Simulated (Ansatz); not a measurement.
Take Ti in the hcp (Mg type) structure (space group P6_3/mmc, No. 194; a = 2.936 Å, c = 4.637 Å) as the base.

Structures relaxed with plane-wave PAW DFT at the r2SCAN level (Ansatz, a program for electronic structure, 500 eV), no SOC.

Base:

Simulated powder pattern, Cu Kα1, λ = 1.54056 Å (kinematic, ideal powder, no thermal factors, no anomalous dispersion; the 10 strongest lines at most, above 2 %, up to 2θ = 90°):

```
2θ (°)  I/Imax (%)    hkl
------  ----------  -----
35.27           25  (100)
38.81           25  (002)
40.43          100  (101)
53.44           14  (102)
63.30           15  (110)
71.36           15  (103)
74.59          2.2  (200)
76.79           16  (112)
77.85           12  (201)
87.42          2.9  (202)
```

After one change:

Simulated powder pattern, Cu Kα1, λ = 1.54056 Å (kinematic, ideal powder, no thermal factors, no anomalous dispersion; the 10 strongest lines at most, above 2 %, up to 2θ = 90°):

| 2θ (°) | I/Imax (%) |
|---|---|
| 35.57 | 25 |
| 39.15 | 25 |
| 40.77 | 100 |
| 53.92 | 14 |
| 63.87 | 15 |
| 72.05 | 15 |
| 75.30 | 2.2 |
| 77.54 | 16 |
| 78.60 | 12 |
| 88.32 | 2.9 |

Q: Name the change that was made.
A. pressure −2 GPa
B. pressure 3 GPa
C. pressure 75 GPa
D. pressure −1 GPa

A: B, pressure 3 GPa. Its volume per atom is 16.89 Å³ against 17.31 Å³, and its space group is P6_3/mmc (No. 194).

Load acts through the strain it causes; cell and atoms are relaxed under it. No phonon test of stability was made. No other phases were tried under pressure. All final runs are without spin polarisation.
